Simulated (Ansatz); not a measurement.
The starting structures come from a database of crystals and need not be the phases stable at ambient conditions.

The decay constant κ of evanescent states in the gap governs leakage through a thin film.

Given:

```yaml
crystal:
  lattice:
    - [5.35089, 0.00000, 0.00000]
    - [2.67544, 4.63401, 0.00000]
    - [2.67545, 1.54467, 4.74148]
  atoms:
    - { symbol: Zn, position: [0.28407, 0.28407, 0.14779] }
    - { symbol: Zn, position: [0.78407, 0.78407, 0.64779] }
    - { symbol: Sn, position: [0.00184, 0.00184, 0.99448] }
    - { symbol: Sn, position: [0.50184, 0.50184, 0.49448] }
    - { symbol: O, position: [0.60710, 0.21281, 0.28732] }
    - { symbol: O, position: [0.21281, 0.89277, 0.28732] }
    - { symbol: O, position: [0.89277, 0.60710, 0.28732] }
    - { symbol: O, position: [0.39277, 0.71281, 0.78732] }
    - { symbol: O, position: [0.10710, 0.39277, 0.78732] }
    - { symbol: O, position: [0.71281, 0.10710, 0.78732] }
```

The cell is taken as given; by PBEsol it stands under a pressure of -7.1 GPa.

Transport runs along the normal of the first two printed cell vectors, the (001) plane of the conventional cell.

No gap correction and no spin-orbit coupling; mid-gap is the computed energy nearest the middle.

### Question
Predict the band gap and the smallest decay constant κ at mid-gap from Ansatz (an electronic-structure program) with PBEsol.

### Answer
Gap 0.99 eV on a 8×8×8 mesh; κ = 0.117 1/Å, at the zone centre.
